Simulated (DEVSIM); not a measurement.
Structure: Pd/Al2O3/p-Ge capacitor, at 300 K.

| layer (left to right) | material | thickness (nm) | Na (cm⁻³) |
|---|---|---|---|
| 1 | Al2O3 | 19.0 | - |
| 2 | Ge | 410 | 2.1e18 |

Metal gate on the left, work function 5.2 eV. Fixed charge at the semiconductor interface 8.8e10 cm⁻² (in units of +e); no interface traps.

This is a model device: material constants are rounded textbook-type values typed into the input, and sizes, dopings and lifetimes were drawn at random. Values at 300 K; Nc and Nv go as T^1.5, mobilities as T to minus their exponent, the gap by Varshni's rule with the affinity fixed.

```
parameter         Al2O3        Ge
----------------  -----  --------
gap (eV)            6.8     0.664
affinity (eV)      1.35         4
permittivity          9        16
Nc (cm⁻³)             -   1.04e19
Nv (cm⁻³)             -      6e18
Varshni α (eV/K)      -  0.000477
Varshni β (K)         -       235
```

Simulated with DEVSIM: 1D Poisson equation in equilibrium, Boltzmann statistics, complete ionisation; no quantum confinement or tunnelling. Metal contacts follow the ideal Schottky-Mott rule: no Fermi-level pinning, no interface dipoles.

Base results: minimum of the low-frequency capacitance (μF/cm²) 0.266; flat-band voltage (V) 0.53; capacitance of the dielectric stack (μF/cm²) 0.419.

Question: What follows from this one change: fixed charge 8.8e+10 → -1.922e+12 cm^-2?

Answer: minimum of the low-frequency capacitance little changed (0.266 μF/cm²); flat-band voltage 0.53 → 1.30 V; capacitance of the dielectric stack little changed (0.419 μF/cm²).

Question: What follows from this one change: Al2O3 thickness 0.019 → 0.0076 μm?

Answer: minimum of the low-frequency capacitance 0.266 → 0.439 μF/cm²; flat-band voltage 0.53 → 0.55 V; capacitance of the dielectric stack 0.419 → 1.05 μF/cm².

Question: What follows from this one change: interface trap density 0 → 1e+11 cm^-2 eV^-1?

Answer: minimum of the low-frequency capacitance little changed (0.269 μF/cm²); flat-band voltage 0.53 → 0.52 V; capacitance of the dielectric stack little changed (0.419 μF/cm²).

Question: What follows from this one change: substrate doping 2.1e+18 → 1e+17 cm^-3?

Answer: minimum of the low-frequency capacitance 0.266 → 0.135 μF/cm²; flat-band voltage 0.53 → 0.61 V; capacitance of the dielectric stack little changed (0.419 μF/cm²).

Question: What follows from this one change: temperature 300 → 350 K?

Answer: minimum of the low-frequency capacitance 0.266 → 0.275 μF/cm²; flat-band voltage 0.53 → 0.56 V; capacitance of the dielectric stack little changed (0.419 μF/cm²).
